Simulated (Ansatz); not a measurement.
What uniaxial strain ε_xx = −5.27 % does to hypothetical CdI2 type MgH2

The parent structure is MgH2 in the CdI2 type structure (space group P-3m1, No. 164; a = 2.973 Å, c = 3.991 Å; a hypothetical phase, not in the database extracts checked). Axes: x lies along a and z along c of the hexagonal cell.

Now apply this change: uniaxial strain ε_xx = −5.27 %, all other strain components held at zero; the atoms relax in the strained cell.

All numbers come from PBEsol-D3(BJ) (Ansatz, an electronic-structure program; PAW; 420 eV plane waves; scalar-relativistic without spin-orbit coupling). Γ-centred 13×13×8 mesh, Fermi–Dirac width 0.05 eV.

```json
[
 {"quantity": "volume per atom", "base": "10.18 Å³", "changed": "9.64 Å³", "shift": "-0.54 Å³"},
 {"quantity": "shortest interatomic distance", "base": "1.956 Å", "changed": "1.913 Å", "shift": "-0.043 Å"},
 {"quantity": "energy relative to the base (free energy F)", "base": "0 meV/atom", "changed": "+13 meV/atom", "shift": "+13 meV/atom"},
 {"quantity": "pressure (mean of the normal stresses, compression positive)", "base": "0.00 GPa", "changed": "3.24 GPa", "shift": "+3.24 GPa"},
 {"quantity": "band gap", "base": "3.32 eV", "changed": "3.11 eV", "shift": "-0.21 eV"},
 {"quantity": "gap character", "base": "–", "changed": "indirect, Γ–C (53 % along) → k = (0, 0.462, 3/8) in the run's primitive reciprocal basis", "shift": "–"},
 {"quantity": "smallest direct gap", "base": "4.57 eV", "changed": "4.57 eV", "shift": "0.00 eV"},
 {"quantity": "largest internal atomic displacement", "base": "–", "changed": "0.027 Å", "shift": "–"},
 {"quantity": "stress (xx, yy, zz, yz, xz, xy; compression positive)", "base": "–", "changed": "(7.99, 1.57, 0.16, 0.27, 0.00, 0.00) GPa", "shift": "–"}
]
```

Final structure:

```yaml
crystal:
  lattice:
    - [2.81590, 0.00000, 0.00000]
    - [-1.40795, 2.57431, 0.00000]
    - [0.00000, 0.00000, 3.99087]
  atoms:
    - { symbol: Mg, position: [0.00000, 0.00000, 0.00000] }
    - { symbol: H, position: [0.66784, 0.33569, 0.24194] }
    - { symbol: H, position: [0.33216, 0.66431, 0.75806] }
```

Whether these cells are dynamically stable was not tested. k-point labels follow each cell's own Brillouin zone.
